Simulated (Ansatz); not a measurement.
YOF: pressure series

Consider YOF (space group R-3m, No. 166).

```
CELL_PARAMETERS angstrom
      1.88710     1.08951     6.27280
     -1.88710     1.08951     6.27280
      0.00000    -2.17903     6.27280
ATOMIC_POSITIONS crystal
  Y  0.74126 0.74126 0.74126
  Y  0.25874 0.25874 0.25874
  O  0.62153 0.62153 0.62153
  O  0.37847 0.37847 0.37847
  F  0.13015 0.13015 0.13015
  F  0.86985 0.86985 0.86985
```

Cell and atoms are relaxed at each pressure.

All numbers come from PBEsol (Ansatz, a first-principles code), scalar-relativistic without spin-orbit coupling.

| P (GPa) | V (Å³/atom) |
|---|---|
| -1.00 | 12.988 |
| 0.89 | 12.818 |
| 2.10 | 12.716 |
| 4.50 | 12.525 |
| 8.99 | 12.207 |
| 14.99 | 11.841 |
| 30.00 | 11.119 |

A third-order Birch–Murnaghan fit to these points gives V₀ = 12.90 Å³/atom, B₀ = 145 GPa and B₀′ = 4.5. At pressure 30 GPa the volume is 86.2 % of V₀.

Load acts through the strain it causes; cell and atoms are relaxed under it. Whether these cells are dynamically stable was not tested. Competing high-pressure phases were not computed.
